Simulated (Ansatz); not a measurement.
Density of states of CdSe (P6_3mc) below the valence band maximum, PBE with spin-orbit coupling, rigid bands (Ansatz, a program for electronic structure); cell volume 112.5 Å³.

(energy from edge (eV), 10⁻³ states/eV/cell): (0.006, 17.2); (0.031, 134); (0.056, 216); (0.081, 276); (0.106, 329); (0.131, 379); (0.156, 428); (0.181, 480); (0.206, 534); (0.231, 598); (0.256, 673); (0.281, 761); (0.319, 906); (0.344, 999); (0.369, 1090); (0.394, 1190); (0.419, 1280); (0.444, 1370); (0.469, 1460); (0.494, 1540); (0.519, 1630); (0.544, 1710); (0.569, 1810); (0.594, 1900)

Task: What effective density of states at 300 K does this give (∫ g(E) exp(−E/k_BT) dE, both spins, divided by the cell's size)?

Result: 2.2e19 cm⁻³, a density-of-states mass of 0.90 mₑ, valleys and band degeneracy included.

Geometry: cell and atoms relaxed with PBEsol.
